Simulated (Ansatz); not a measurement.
System: Zr (within 0.1 Å of P6/mmm, No. 191, 6 atoms in the cell; start mp-1077723; another form than the element's usual one). Method: LDA (PAW; Ansatz, an electronic-structure program).

Input file:

Ansatz 0.2 input:
```yaml
crystal:
  lattice:
    - [-2.4456411689, 4.2350866245, 3.0619777287]
    - [2.4456411689, -4.2350866245, 3.0619777287]
    - [2.4456411689, 4.2350866245, -3.0619777287]
  atoms:
    - { symbol: Zr, position: [0.25, 0.25, 0.0] }
    - { symbol: Zr, position: [0.75, 0.75, 0.0] }
    - { symbol: Zr, position: [0.3333031975, 0.0000912336, 0.3333944311] }
    - { symbol: Zr, position: [0.6666968025, 0.9999087664, 0.6666055689] }
    - { symbol: Zr, position: [0.1666968025, 0.5000912336, 0.6667880361] }
    - { symbol: Zr, position: [0.8333031975, 0.4999087664, 0.3332119639] }
basis:
  ecutwfc: 520
  ecutrho_ratio: 4
  xc_grid: 2
kpoints:
  mp_grid: { grid: [14, 14, 14] }
hamiltonian:
  xc: lda
  dispersion: none
  pseudopotentials: { azcp: { folder: ./paw }, kind: paw }
scf:
  occupations: { method: fermi_dirac, width: 0.05 }
output:
  forces: true
  stress: true
  eigenvalues: true
relax:
  f_tol: 0.004
  escape_saddle: false
  max_steps: 80
  cell: { stress_tol: 0.02, fix: [volume] }
```

From the output:

```
Relaxation: its limit of steps is 80 (relax.max_steps)
Crystal: 6 atoms, lattice volume = 126.858 Å³
Basis set: ecut = 520 eV, 3437 PW (Γ), exchange–correlation on 90×90×90 points (8 copies of the dense FFT grid, shifted against one another)
Bands: 44, of which v1, the nominal top of the filled ones, is band 36 counted from 1 (35 counted from 0)
Symmetry: 8 space group operations
Space group: Ibam (ITA 72), of the structure as read, at distance tolerance 5.0e-5 Å
k-points: 428 of 2744
Initial density: superposition of atomic densities (chi_scale 0.1, normalization cell)
Functional: x = slater, c = lda
SCF iter   1: F=—  HF=-24465.640735 eV  |F-HF|=—  |Δ(HF+E_count)|=         —  Δρ=3.09e-2  dr2=1.82e0
SCF iter   2: F=—  HF=-24465.188885 eV  |F-HF|=—  |Δ(HF+E_count)|=   4.52e-1  Δρ=1.74e-2  dr2=4.77e-1
  ...
SCF 1 converged in 8 iterations: F = -24465.004987 eV  dr2 = 9.43e-9
Crystal: 6 atoms, lattice volume = 126.858 Å³
Initial density: handed on by an earlier stage of this run
SCF iter   4: F=—  HF=-24465.004987 eV  |F-HF|=—  |Δ(HF+E_count)|=  1.49e-10  Δρ=1.25e-7  dr2=1.03e-11
SCF iter   5: F=-24465.004987 eV  HF=-24465.004987 eV  |F-HF|=3.64e-12  |Δ(HF+E_count)|=    0.00e0  Δρ=3.42e-8  dr2=2.34e-12
SCF 2 converged in 5 iterations: F = -24465.004987 eV  dr2 = 2.34e-12
SCF converged after 5 iterations
Free energy (F): -24465.004987 eV
Internal energy: -24464.959328 eV  (E = F + TS)
E sigma→0 (E₀):  -24464.982157 eV
Fermi energy:    15.168238 eV
--- Forces (eV/Å), atoms counted from 1 ---
  atom   1  Zr     0.00000000     0.00000000     0.00000000
  atom   2  Zr     0.00000000     0.00000000     0.00000000
  atom   3  Zr    -0.00056556     0.00106496     0.00000000
  atom   4  Zr     0.00056556    -0.00106496     0.00000000
  atom   5  Zr    -0.00056556    -0.00106496     0.00000000
  atom   6  Zr     0.00056556     0.00106496     0.00000000
--- Stress (GPa, compression-positive) ---
        2.251625       0.000000       0.000000
        0.000000       2.277433       0.000000
        0.000000       0.000000       2.258455
  P = ⅓ Tr σ = 2.2625 GPa (22.625 kbar)
```

The cell is one volume of an energy–volume scan, off the minimum.

The PAW data were made under PBE.

A start named mp-… is a Materials Project structure, which need not be a measured phase.
